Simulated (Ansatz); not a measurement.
(Ge)7/(GaP)7 zinc blende (110) superlattice on GaAs (the substrate's cell is 0.1 % off cubic on its mesh, so the two in-plane strains differ), space group Pmm2.

The geometry comes from a PBE relaxation.

```xyz
28
Lattice="4.0642 0.0000 0.0000 0.0000 5.7418 0.0000 0.0000 0.0000 27.7095" Properties=species:S:1:pos:R:3 pbc="T T T"
Ge     0.0000    -0.0542     0.0432
Ge     2.0321     1.4031     0.0088
Ge     2.0321     2.7551     2.0894
Ge     0.0000     4.2032     2.0663
Ge     0.0000    -0.1016     4.1135
Ge     2.0321     1.3418     4.1309
Ge     2.0321     2.7693     6.1649
Ge     0.0000     4.2128     6.1649
Ge     0.0000    -0.1016     8.2164
Ge     2.0321     1.3418     8.1989
Ge     2.0321     2.7551    10.2405
Ge     0.0000     4.2032    10.2635
Ge     0.0000    -0.0542    12.2866
Ge     2.0321     1.4031    12.3210
Ga     2.0321     2.9553    14.2688
P      0.0000     4.3538    14.2820
Ga     0.0000     0.1227    16.1838
P      2.0321     1.5139    16.1987
Ga     2.0321     2.9761    18.1101
P      0.0000     4.3783    18.0955
Ga     0.0000     0.1039    20.0197
P      2.0321     1.5072    20.0197
Ga     2.0321     2.9761    21.9293
P      0.0000     4.3783    21.9439
Ga     0.0000     0.1227    23.8556
P      2.0321     1.5139    23.8406
Ga     2.0321     2.9553    25.7705
P      0.0000     4.3538    25.7573
```

Level of theory: HSE06 with spin-orbit coupling (plane waves to 420 eV, PAW; Ansatz, a first-principles code).  Its k-point mesh 4×3×1, Fermi–Dirac width 0.01 eV. HSE06 ran on meshes of its own (4×3×1); its edges and gaps are taken over the mesh and over extra points off it, mostly where PBE has its edges.

Question: List the levels next to the gap at (0.000, 0.000, 0.500) of this cell's own (folded) zone, from the top of the valence band (the table ends after a fixed count of bands, which can cut a degenerate set).

Answer: 
```csv
band,E − E_v (eV)
v8,-0.655
v7,-0.655
v6,-0.292
v5,-0.292
v4,-0.266
v3,-0.266
v2,-0.008
v1,-0.008
c1,0.987
c2,0.987
c3,1.252
c4,1.252
c5,1.299
c6,1.299
c7,1.394
c8,1.394
```
